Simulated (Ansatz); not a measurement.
# A constructed model of the (110) surface of bcc W, a layer of Ir in place of the third plane (bottom of the slab: a bare face, its two planes held)

Calculation: PBE (plane waves to 420 eV, PAW; Ansatz, a quantum-chemistry and plane-wave program).

Set-up: 6 atoms, 11.0 Å thick at the start with caps and adatoms (thin: gaps and levels are the slab's own); mesh 14x14x1; 0.1 eV smearing; dipole correction on; 2 atoms held, the rest relaxed; held to the start's symmetry, so lower structures may exist; no spin, no spin-orbit, no U. In PBE it is, or lies within 0.01 eV a 1x1 cell of, the lowest of the 2 structures of its composition computed so far; subsurface sites and larger cells were not tried.

The work function of the top face is 4.78 eV and the energy released by relaxation is 0.049 eV. The cost is roughly 2.7 core-minutes.
